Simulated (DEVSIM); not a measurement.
System: isotype n-n heterojunction Al0.3Ga0.7As/GaAs, at 300 K.

| layer (left to right) | material | thickness (μm) | Nd (cm⁻³) | τn (s) | τp (s) |
|---|---|---|---|---|---|
| 1 | Al0.3Ga0.7As | 0.110 | 2.2e16 | 5.8e-10 | 5.8e-10 |
| 2 | GaAs | 0.240 | 7.3e16 | 5.8e-10 | 5.8e-10 |

Left contact: ohmic. Right contact: ohmic. Voltage is applied to the left contact. Recombination: SRH at mid-gap, Auger. Mobility is constant in doping.

Constants are typed, rounded textbook-type inputs, not results; the design itself was drawn at random and stands for no fabricated device. Values at 300 K.

```csv
parameter,Al0.3Ga0.7As,GaAs
gap (eV),1.7981,1.424
affinity (eV),3.833,4.07
permittivity,12.05,12.9
Nc (cm⁻³),6.96e17,4.7e17
Nv (cm⁻³),9e18,9e18
μn (cm²/Vs),3880,8500
μp (cm²/Vs),197,400
Cn (cm⁶/s),1e-30,1e-30
Cp (cm⁶/s),1e-30,1e-30
```

DEVSIM, 1D drift-diffusion, Boltzmann statistics, complete ionisation; no tunnelling, impact ionisation, image-force lowering or self-heating. Band offsets follow the typed affinities; no thermionic-emission limit at abrupt steps, no polarisation charge.

Problem. Give the dark forward current.

Solution. 
(V (V), J (A/cm²)): (0.05, 890); (0.10, 1400); (0.20, 2300); (0.25, 2800); (0.35, 4100); (0.40, 4900); (0.45, 5800); (0.55, 7800); (0.60, 9000); (0.70, 12000); (0.75, 13000); (0.80, 15000); (0.90, 19000); (0.95, 21000); (1.05, 25000); (1.10, 28000); (1.20, 34000); (1.25, 37000); (1.30, 40000); (1.40, 47000); (1.45, 51000); (1.55, 60000); (1.60, 64000); (1.65, 69000); (1.75, 80000); (1.80, 85000); (1.90, 97000); (1.95, 100000)
